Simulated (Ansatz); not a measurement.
# SiO2 in the CdI2 type structure (space group P-3m1, No. 164; a hypothetical phase, not in the database extracts checked; layered, stacked along the Cartesian z axis)

SiO2 is taken in the trigonal space group P-3m1 (No. 164), the CdI2 type structure, Pearson symbol hP3. Lattice parameters: a = b = 2.686 Å, c = 4.602 Å, α = β = 90.00°, γ = 120.00°. Si on 1a sees 6 O at 1.801 Å (octahedral). O on 2d is surrounded by 3 Si at 1.801 Å (trigonal pyramidal). (Neighbours: up to the widest gap in distance over summed covalent radii, below 1.35, at either atom.)

Computed with PBE-D3(BJ)/PAW in Ansatz (a program for electronic structure), no spin-orbit coupling, earlier PAW set. k-mesh 14×14×7 (Γ-centred); smearing 0.05 eV (Fermi–Dirac).

The volume per atom comes out as 9.58 Å³, the density comes out as 3.47 g/cm³ and the band gap is 6.16 eV, indirect, K–Γ (67 % along) → Γ. The electron mass is 0.77 mₑ along c, 0.37 mₑ across. The lowest conduction-band minima above the VBM is Γ 6.16 eV and the total energy comes out as -591.229 eV/atom (σ→0; compares only within this code and set-up).

Effective masses come from finite differences of ±0.01 Å⁻¹. Whether these cells are dynamically stable was not tested.
